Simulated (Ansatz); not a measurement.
CsCl-type AuZn (cubic form, which distorts at low temperature) was calculated with PBE+SOC (PAW; Ansatz, a quantum-chemistry and plane-wave program).

From the output:

```
Crystal: 2 atoms, lattice volume = 30.868 Å³
Basis set: ecut = 520 eV, 847 PW (Γ), exchange–correlation on 48×48×48 points (8 copies of the dense FFT grid, shifted against one another)
Bands: 40, of which v1, the nominal top of the filled ones, is band 31 counted from 1 (30 counted from 0)
Symmetry: 48 space group operations + 48 with time reversal
k-points: 220 of 5832
Initial density: superposition of atomic densities (chi_scale 0.1, normalization cell, long waves kept (reshape's long-wave potential 0.00 eV rms))
Functional: x = pbe(κ = 0.804, μ = 0.2195149727645171), c = pbe(β = 0.06672455060314922)
SCF 1 converged in 10 iterations: F = -16506.316731 eV  dr2 = 5.32e-13
SCF converged after 10 iterations
Free energy (F): -16506.316731 eV
Internal energy: -16506.312963 eV  (E = F + TS)
E sigma→0 (E₀):  -16506.314847 eV
Fermi energy:    17.338629 eV
--- Forces (eV/Å), atoms counted from 1 ---
  atom   1  Zn     0.00000000    -0.00000000    -0.00000000
  atom   2  Au    -0.00000000     0.00000000    -0.00000000
--- Stress (GPa, compression-positive) ---
        5.474590       0.000000       0.000000
        0.000000       5.474590       0.000000
        0.000000      -0.000000       5.474590
  P = ⅓ Tr σ = 5.4746 GPa (54.746 kbar)
```

Question: Write an input file that could have produced this run (the log leaves some choices open).

Answer: Several could match; the one computed here: 
Ansatz 0.2 input:
```yaml
crystal:
  lattice:
    - [3.1369084644, 0.0, 0.0]
    - [0.0, 3.1369084644, 0.0]
    - [0.0, 0.0, 3.1369084644]
  atoms:
    - { symbol: Zn, position: [0.5, 0.5, 0.5] }
    - { symbol: Au, position: [0.0, 0.0, 0.0] }
basis:
  ecutwfc: 520
  ecutrho_ratio: 4
  xc_grid: 2
kpoints:
  mp_grid: { grid: [18, 18, 18] }
hamiltonian:
  xc: pbe
  dispersion: none
  pseudopotentials: { kind: paw }
scf:
  occupations: { method: fermi_dirac, width: 0.05 }
  convergence: { dr2_threshold: 0.0000000002 }
output:
  forces: true
  stress: true
  eigenvalues: true
magnetization:
  noncollinear: true
  spin_orbit: true
```

The cell is one volume of an energy–volume scan, off the minimum.

Note: symmetry holds this phase in the static calculation, where it need not be a minimum.

Computing time: around 70 core-seconds (rough).
